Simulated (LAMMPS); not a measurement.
MD of Ni (fcc) at zero pressure, 256 atoms, as a liquid; each row is its own run.

Model: MD with a machine-learned potential, pair style snap, file Ni_Zuo_JPCA2020.quadratic.snap, run in LAMMPS.

```csv
T (K),D(Ni) (cm²/s)
1380,1.38e-5
1560,2.84e-5
1730,3.43e-5
1900,4.80e-5
2420,8.67e-5
2760,0.000131
```

Task: Fit an Arrhenius law, ln y = a + b / x, to these rows (x is the first column, y the second) and predict the run at x = 2160.

Result: Least squares gives a = -6.8568 and b = -5866. The slope times kB gives an activation energy of 0.51 eV. At x = 2160 the fit predicts 6.96e-5 cm²/s. The run itself gave (6.3 ± 0.3) × 10^-5 cm²/s, so the fit is 9.6 % high.

Caution (rows 1380; 1560): this liquid lies under the measured melting point of 1728 K, so it is undercooled or the potential melts low.

Caution: a run this short can hold a crystal over, or a liquid under, the potential's own melting point, which these runs don't give.

Caution (row 1560): enthalpy drifts during the constant-pressure average: a transition or slow ageing; fluctuation values are void.

Errors of D are the spread over four groups of atoms in one short run; a floor of about 5 %, a picked value, is safer.
